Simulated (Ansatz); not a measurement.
# A self-consistent single point of GePd3 (Fm-3m, 4 atoms in the cell) with Ansatz

Method: PBE (plane waves, PAW; Ansatz, a program for electronic structure).

Input:

Ansatz 0.2 input:
```yaml
# GePd3
crystal:
  lattice:
    - [0.000000, 3.191628, 3.191628]
    - [3.191628, 0.000000, 3.191628]
    - [3.191628, 3.191628, 0.000000]
  atoms:
    - { symbol: Ge, position: [0.000000, 0.000000, 0.000000] }
    - { symbol: Pd, position: [0.500000, 0.500000, 0.500000] }
    - { symbol: Pd, position: [0.250000, 0.250000, 0.250000] }
    - { symbol: Pd, position: [0.750000, 0.750000, 0.750000] }
kpoints:
  mp_grid: { grid: [5, 5, 5] }
hamiltonian:
  xc: pbe
  pseudopotentials: { kind: paw }
scf:
  occupations: { method: fermi_dirac, width: 0.1 }
output:
  forces: true
  eigenvalues: true
  stress: true
```

Output, abridged:

```
WARN basis.ecutwfc = 420 eV, the default
WARN ansatz: RAYON_NUM_THREADS=1 ignored (pool sized by the plan → 1); use --threads N
Pseudopotentials: kind: paw
Pseudopotential: Ge, paw, valence charge 14
Pseudopotential: Pd, paw, valence charge 18
Crystal: 4 atoms, lattice volume = 65.023 Å³
Basis set: ecut = 420 eV, 1243 PW (Γ), exchange–correlation on 64×64×64 points (8 copies of the dense FFT grid, shifted against one another)
Bands: 41, of which v1, the nominal top of the filled ones, is band 34 counted from 1 (33 counted from 0)
Symmetry: 48 space group operations
Space group: Fm-3m (ITA 225), of the structure as read, at distance tolerance 4.0e-5 Å
k-points: 10 of 125
Initial density: superposition of atomic densities (neutral atoms: chi_scale 0, normalization atom), corrected by the library's trained network
Initial wavefunctions: pseudopotential atomic-orbital guess
Eigensolver: davidson
Functional: x = pbe(κ = 0.804, μ = 0.2195149727645171), c = pbe(β = 0.06672455060314922)
SCF iter   1: F=—  HF=-25214.617402 eV  |F-HF|=—  |Δ(HF+E_count)|=         —  Δρ=4.49e-3  dr2=1.73e-2  ethr=1.77e-3  ⟨swp⟩=5.6  Hψ=1533  notcnv=0  defer=1
all-band conjugate gradients solve this SCF's bands
preconditioner: auto → Kerker (q_TF=auto, 2.749 Å⁻¹)
SCF iter   2: F=—  HF=-25214.616594 eV  |F-HF|=—  |Δ(HF+E_count)|=   8.08e-4  Δρ=2.42e-3  dr2=4.95e-3  ethr=2.54e-5  ⟨swp⟩=1.2  Hψ=492  notcnv=0  defer=1
SCF iter   3: F=—  HF=-25214.616182 eV  |F-HF|=—  |Δ(HF+E_count)|=   4.12e-4  Δρ=4.83e-4  dr2=2.91e-4  ethr=7.28e-6  ⟨swp⟩=1.0  Hψ=401  notcnv=0  defer=1
SCF iter   4: F=—  HF=-25214.616150 eV  |F-HF|=—  |Δ(HF+E_count)|=   3.13e-5  Δρ=1.36e-4  dr2=9.20e-6  ethr=4.28e-7  ⟨swp⟩=2.0  Hψ=549  notcnv=0  defer=1
SCF iter   5: F=—  HF=-25214.616147 eV  |F-HF|=—  |Δ(HF+E_count)|=   3.44e-6  Δρ=7.37e-5  dr2=2.27e-6  ethr=1.35e-8  ⟨swp⟩=2.0  Hψ=574  notcnv=0  defer=1
SCF iter   6: F=—  HF=-25214.616146 eV  |F-HF|=—  |Δ(HF+E_count)|=   7.32e-7  Δρ=1.56e-5  dr2=1.07e-7  ethr=3.35e-9  ⟨swp⟩=2.4  Hψ=636  notcnv=0  defer=1
SCF iter   7: F=-25214.616146 eV  HF=-25214.616146 eV  |F-HF|=2.69e-9  |Δ(HF+E_count)|=   5.12e-8  Δρ=3.45e-6  dr2=6.14e-9  ethr=1.47e-10  ⟨swp⟩=6.3  Hψ=1301  notcnv=0
SCF 1 converged in 7 iterations: F = -25214.616146 eV  dr2 = 6.14e-9
SCF converged after 7 iterations
Free energy (F): -25214.616146 eV
Harris-Foulkes:  -25214.616146 eV  (|F-HF|=2.69e-9)
Internal energy: -25214.517008 eV  (E = F + TS)
E sigma→0 (E₀):  -25214.566577 eV
Entropy (-TS):   -0.099139 eV (-24.785 meV/atom)
Fermi energy:    16.680444 eV
--- Per-component energies (eV) ---
  E_band       = -617.746193
  E_kinetic    = 1650.043653
  E_local      = -7749.265989  (includes V_loc(G=0)·N_el)
  E_nonlocal   = 1071.740240
  E_hartree    = 3205.334768
  E_xc         = -579.305708
  E_vxc        = -696.486138  (∫ρ·V_xc dr)
  E_paw        = -13272.919387  (= ΣΔE_a)
  E_vpaw       = -1304.450783  (= ΣTr[D̂ρ^β])
  E_aug_tail   = 0.001175  (compensation charges beyond the density's cutoff)
  E_ewald      = -9540.145759
  E_smearing   = -0.099139  (= −TS)
  E_closure    = -0.000000  (closes the sum)
  Σ components = -25214.616146   (vs F -25214.616146, Δ=0.00e0)
--- Forces (eV/Å), atoms counted from 1 ---
  atom   1  Ge    -0.00000000    -0.00000000    -0.00000000
   [... zero for the other atoms too ...]
  max |Σ_I F_I| component: 3.70e-17 eV/Å
--- Stress (GPa, compression-positive) ---
       -8.765139      -0.000000       0.000000
       -0.000000      -8.765139      -0.000000
       -0.000000      -0.000000      -8.765139
  P = ⅓ Tr σ = -8.7651 GPa (-87.651 kbar)
  The stress holds the Pulay correction. Without it, at fixed plane waves, as pw.x and ABINIT print it: P = -8.8160 GPa
--- Band table (eV; the first three rows and the last of 10) ---
  k-point 0: bands = ["-67.5498", "-67.5420", "-67.0952", "-33.3046", "-33.3046", "-33.3046", "-33.2847", "-33.2847", "-33.2847", "-32.8372", "-32.8372", "-32.8372", "-8.1668", "-8.1668", "-8.1668", "-8.1570", "-8.1570", "6.5313", "12.2359", [...]
  k-point 1: bands = ["-67.5488", "-67.5427", "-67.0956", "-33.3096", "-33.3052", "-33.3052", "-33.2858", "-33.2858", "-33.2782", "-32.8392", "-32.8356", "-32.8356", "-8.1672", "-8.1667", "-8.1667", "-8.1567", "-8.1567", "6.8789", "11.8952", [...]
  k-point 2: bands = ["-67.5466", "-67.5443", "-67.0961", "-33.3061", "-33.3061", "-33.3032", "-33.2875", "-33.2875", "-33.2832", "-32.8415", "-32.8330", "-32.8330", "-8.1678", "-8.1666", "-8.1666", "-8.1563", "-8.1563", "7.5903", "11.3534", [...]
  k-point 9: bands = ["-67.5459", "-67.5447", "-67.0965", "-33.3302", "-33.3097", "-33.3089", "-33.2897", "-33.2697", "-33.2670", "-32.8424", "-32.8352", "-32.8289", "-8.1679", "-8.1671", "-8.1663", "-8.1567", "-8.1559", "7.8592", "11.5555", [...]
```

The run converged in 7 iterations.

The starting cell was generated: these elements placed on a structure prototype, without a prior relaxation; it need not be a known phase or ordering of this composition. Spin polarisation is off. With a pressure of about -9 GPa the cell is away from its equilibrium volume at this level. Ansatz's pressure includes its estimate of the finite-basis (Pulay) stress.
